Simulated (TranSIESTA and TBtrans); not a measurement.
Run with TranSIESTA and TBtrans (open boundaries, self-consistent; PseudoDojo norm-conserving potentials, scalar-relativistic): PAO.BasisSize DZP, PAO.EnergyShift 0.15 eV, XC.Authors PBE, Mesh.Cutoff 200 Ry, ElectronicTemperature 300 K, TS.Voltage 0.0 eV, TBT.Elecs.Eta 0.001 eV, no spin polarisation.

System: Ge chain with one bond stretched by 0.6 Å. Leads: straight Ge chain, spacing 2.544 Å. Geometry: as built, not relaxed.

**Question.** Predict: conductance at 300 K (G0 = 2e²/h); mean T from −0.5 to 0.5 eV.

**Answer.** conductance at 300 K (G0 = 2e²/h): 2.29; mean T from −0.5 to 0.5 eV: 2.14. The straight chain is held at its spacing; free chains may zigzag or dimerise. No spin-polarised start was tried, so a magnetic state, if there is one, is missed.
